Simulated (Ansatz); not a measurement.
Worked example: relaxation of the atoms of CsLuS₂ (R3m, 4 atoms in the cell) in Ansatz (a quantum-chemistry and plane-wave program).

Computed with LDA (PW92), default PAW files made with PBE (plane waves; Ansatz).

The change in words: one atom moved by 0.15 angstrom; relax: default → atoms; relax.f_tol: default → 0.2 eV/Å. Reference geometry:
```xyz
4
Lattice="1.9880 1.1478 8.0210 -1.9880 1.1478 8.0210 0.0000 -2.2956 8.0210" Properties=species:S:1:pos:R:3 pbc="T T T"
Cs     0.0000     0.0000     0.0000
Lu     0.0000     0.0000    12.0315
S      0.0000     0.0000    18.6268
S      0.0000     0.0000     5.4361
```

Reference input (self-consistent single point, DFT, LDA (PW92), plane waves, default PAW files made with PBE): basis.ecutwfc = 30.9 Ry; kpoints.mp_grid.grid = 7 7 7; hamiltonian.xc = lda; hamiltonian.pseudopotentials = {kind: paw} (the program's default PAW files); scf.occupations.method = fixed. This run's input differs from it in these lines:

```diff
@@ -7,3 +7,3 @@
   atoms:
-    - { symbol: Cs, position: [0.00000000, 0.00000000, 0.00000000] }
+    - { symbol: Cs, position: [0.00623400, 0.00623400, 0.00623400] }
     - { symbol: Lu, position: [0.50000000, 0.50000000, 0.50000000] }
@@ -20,2 +20,4 @@
   occupations: { method: fixed }
+relax:
+  f_tol: 0.2
 output:
```

The program printed (abridged):

```
   [... SCF lines of the steps left out ...]
relax step   1: F+E_penalty+E_count = -21744.39145137 eV  Δ(F+E_penalty+E_count) = +0.000e0 eV  max|allowed force component| = 3.888e-1 eV/Å  Δτ_max = 0.0000 Å  (6 SCF iters, dr2 threshold 1.00e-4 eV, accepted)
relax step   2: F+E_penalty+E_count = -21744.39442441 eV  Δ(F+E_penalty+E_count) = -2.973e-3 eV  max|allowed force component| = 7.307e-1 eV/Å  Δτ_max = 0.1083 Å  (8 SCF iters, accepted)
relax step   3: F+E_penalty+E_count = -21744.41619543 eV  Δ(F+E_penalty+E_count) = -2.177e-2 eV  max|allowed force component| = 1.413e-1 eV/Å  Δτ_max = 0.0427 Å  (8 SCF iters, accepted)
the relaxation is at rest under the 6 symmetry operations that the run kept from its start: a minimum is not shown …
Free energy (F): -21744.416195 eV
Internal energy: -21744.416195 eV  (E = F + TS)
E sigma→0 (E₀):  -21744.416195 eV
Fermi energy:    7.465234 eV
--- Forces (eV/Å), atoms counted from 1 ---
  atom   1  Cs     0.00000000     0.00000000    -0.07925378
  atom   2  Lu     0.00000000     0.00000000    -0.14124440
  atom   3  S     -0.00000000    -0.00000000     0.10017158
  atom   4  S      0.00000000    -0.00000000     0.12040445
--- Stress (GPa, compression-positive) ---
       -2.681269       0.000000      -0.000000
        0.000000      -2.681269       0.000000
   [... lines left out ...]
  atoms:
    - { symbol: Cs, position: [0.003095525010316117, 0.0030955250103161156, 0.0030955250103161156] }
    - { symbol: Lu, position: [0.5017823127291106, 0.5017823127291106, 0.5017823127291106] }
    - { symbol: S, position: [0.7749433307155782, 0.7749433307155782, 0.7749433307155781] }
    - { symbol: S, position: [0.2264128315449954, 0.2264128315449954, 0.2264128315449954] }
```

The run converged. 

Summary of the result:
* **Free energy E − TS (on the zero of these files)**: -21744.4162 eV
* **Top of the valence band (on the code's own zero)**: 7.47 eV
* **Gap on the k-point mesh**: 1.85 eV
* **Pressure**: -2.88 GPa
* **Largest force (vector length)**: 0.141 eV/Å
* **Relaxation steps**: 3

The starting cell comes from a database of computed structures (which also holds hypothetical and non-ambient phases and stackings), without a prior relaxation at this level. Its lattice was rescaled by up to half a per cent. For this run, on top of that: one atom moved by 0.15 angstrom. Spin-orbit coupling is off. The relaxation keeps the symmetry of its start, so its end need not be a minimum. Ansatz's pressure includes its estimate of the finite-basis (Pulay) stress.

Cost on one core of a shared machine: roughly 50 s.

Keys are those of Ansatz 0.2.
